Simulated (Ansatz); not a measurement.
## What isotropic strain −2.00 % does to Pd

Consider Pd in the fcc (Cu type) structure (space group Fm-3m, No. 225; a = 3.910 Å; relaxed with 0.1 eV smearing).

It is then changed as follows: every lattice vector is shortened by 2.00 %, atoms relaxed at fixed cell.

Computed with Ansatz (a first-principles code) r2SCAN, no SOC. Γ-centred 29×29×29 mesh, Fermi–Dirac width 0.1 eV.

```tsv
quantity	base	changed	shift
volume per atom	14.95 Å³	14.07 Å³	-0.88 Å³
space group	Fm-3m (No. 225)	Fm-3m (No. 225)	–
shortest interatomic distance	2.765 Å	2.710 Å	-0.055 Å
energy relative to the base (free energy F)	0 meV/atom	+34 meV/atom	+34 meV/atom
pressure	0.0 GPa	13.1 GPa	+13.1 GPa
band gap	zero	zero	–
```

Final structure:

```
Pd
1.0
    0.00000     1.91609     1.91609
    1.91609     0.00000     1.91609
    1.91609     1.91609     0.00000
Pd
1
Direct
  0.00000   0.00000   0.00000
```

Whether these cells are dynamically stable was not tested. The final runs are not spin-polarised. Pd has a high density of states at the Fermi level and may be magnetic at this level.
